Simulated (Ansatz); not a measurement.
Nb2GaC (space group P6_3/mmc, No. 194; a cell from a computed database, its experimental status unchecked)

Nb2GaC is taken in the hexagonal space group P6₃/mmc (No. 194), Pearson symbol hP8. Cell: a = 3.118 Å, b = 3.118 Å, c = 13.481 Å, α = 90.00°, β = 90.00°, γ = 120.00°. Nb on 4f has 3 C at 2.168 Å and 3 Ga at 2.813 Å and 9 Nb at 3.015–3.118 Å. Ga on 2d has 6 Nb at 2.813 Å. C on 2a is coordinated by 6 Nb at 2.168 Å (octahedral). (Neighbours: up to the widest gap in distance over summed covalent radii, below 1.35, at either atom; cation-cation and far metal-metal contacts left out.)

The values are results of PBEsol/PAW in Ansatz (an electronic-structure program), no spin-orbit coupling, not measurements. Settings: 17×17×4 k-points, 0.05 eV Fermi–Dirac smearing.

- Volume per atom = 14.19 Å³
- Density = 7.83 g/cm³
- Band gap = zero
- Total energy = -3245.808 eV/atom (σ→0; compares only within this code and set-up)

No phonon test of stability was made. All final runs are without spin polarisation.
